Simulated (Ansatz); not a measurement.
# Hypothetical rock salt BP, pressure series

Base system: BP in the rock salt structure (space group Fm-3m, No. 225; a hypothetical phase, not in the database extracts checked).

```
BP
1.0
    0.00000     2.16028     2.16028
    2.16028     0.00000     2.16028
    2.16028     2.16028     0.00000
P B
1 1
Direct
  0.00000   0.00000   0.00000
  0.50000   0.50000   0.50000
```

Cell and atoms are relaxed at each pressure.

Computed with plane-wave PAW DFT at the PBE level (Ansatz, an electronic-structure program, 420 eV), without spin-orbit coupling.

Notes on the quantities. enthalpy: H = E + PV relative to the base's energy.

```
variant           lattice parameter a       enthalpy
----------------  -------------------  -------------
base                          4.321 Å              –
pressure −2 GPa               4.339 Å  -0.13 eV/atom
pressure −1 GPa               4.329 Å  -0.06 eV/atom
pressure 0.3 GPa              4.318 Å  +0.02 eV/atom
pressure 0.7 GPa              4.314 Å  +0.04 eV/atom
pressure 1.5 GPa              4.308 Å  +0.09 eV/atom
pressure 3 GPa                4.295 Å  +0.19 eV/atom
pressure 5 GPa                4.279 Å  +0.31 eV/atom
pressure 7.5 GPa              4.260 Å  +0.46 eV/atom
pressure 10 GPa               4.242 Å  +0.61 eV/atom
```

Load acts through the strain it causes; cell and atoms are relaxed under it. No phonon test of stability was made. No other phases were tried under pressure. The final runs are not spin-polarised.
